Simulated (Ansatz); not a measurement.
## hypothetical diamond Te with two functionals, pressure 0.7 GPa

The parent structure is Te in the diamond structure (space group Fd-3m, No. 227; a = 7.185 Å; a hypothetical phase, not in the database extracts checked).

(Cell as relaxed with PBE.)

Levels (all Ansatz, an electronic-structure program, PAW): PBE (420 eV, scalar-relativistic without spin-orbit coupling); PBEsol (420 eV, spin-orbit coupling left out).

Each level relaxes its own structure.

```
base                      PBE    PBEsol
-------------------  --------  --------
volume per atom      46.37 Å³  44.00 Å³
lattice parameter a   7.185 Å   7.061 Å
band gap                 zero      zero
```

Modification: a hydrostatic pressure of 0.7 GPa.

```json
[
 {"quantity": "volume per atom", "PBE": "45.23 Å³", "PBEsol": "[?]"},
 {"quantity": "band gap", "PBE": "zero", "PBEsol": "[?]"}
]
```

### Question
What does PBEsol give?

### Answer

- volume per atom, PBEsol: 43.04 Å³
- band gap, PBEsol: zero

PBE's volume per atom lies 2.19 Å³ above PBEsol's (5.1 %); the two agree on the band gap. Neither level is exact; PBEsol is the comparison here, not a measurement.

Load acts through the strain it causes; cell and atoms are relaxed under it. No phonon test of stability was made.
